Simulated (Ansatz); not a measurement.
## CdTe, pressure series

Consider CdTe in the zinc blende structure (space group F-43m, No. 216; a = 6.4887 Å).

Cell and atoms are relaxed at each pressure.

Computed with PBEsol, PAW, 420 eV (Ansatz, a first-principles code; no spin-orbit coupling).

Candidates:
(a) pressure 15 GPa
(b) pressure 2.1 GPa
(c) pressure 22.5 GPa
(d) pressure 30 GPa
(e) pressure 9 GPa

Before the change:

| Quantity | Result |
|---|---|
| Band gap | 0.65 eV |

**Question.** Order them by band gap, lowest first.

**Answer.** (b) pressure 2.1 GPa (0.78 eV), (e) pressure 9 GPa (1.10 eV), (a) pressure 15 GPa (1.30 eV), (c) pressure 22.5 GPa (1.48 eV), (d) pressure 30 GPa (1.58 eV)

With Te present, leaving out spin-orbit coupling can change the band edges. Load acts through the strain it causes; cell and atoms are relaxed under it. No phonon test of stability was made. Measured, CdTe leaves this structure (for cinnabar) near 3.53 GPa (temperature not stated; as listed in Datta, Sujoy, Jana, Debnarayan, arXiv (2020)), on rising pressure, with hysteresis.
